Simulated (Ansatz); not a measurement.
The parent structure is PbSe in the rock salt structure (space group Fm-3m, No. 225; a = 6.1780 Å). Axes: x, y, z lie along the cube axes.

Now apply this change: biaxial strain −0.83 %, plane normal [111], relaxed out of plane (Cartesian); in-plane vectors clamped, the third vector and the atoms free.

Method: r2SCAN (Ansatz, a first-principles code), no SOC.

### Question
Give the band edges at the high-symmetry points of the new zone, measured from its valence-band maximum.

### Answer
```
point  valence edge (eV)  conduction edge (eV)
-----  -----------------  --------------------
Γ                  -1.96                  4.92
T                   0.00                  0.65
H₂                 -0.91                  2.11
H₀                 -0.91                  2.11
L                  -0.10                  0.53
S₀                 -2.44                  3.56
S₂                 -2.44                  3.56
F                  -3.28                  4.04
```

The gap is 0.53 eV, indirect, T → L.

With Pb present, leaving out spin-orbit coupling can change the band edges. Whether these cells are dynamically stable was not tested. k-point labels follow each cell's own Brillouin zone.
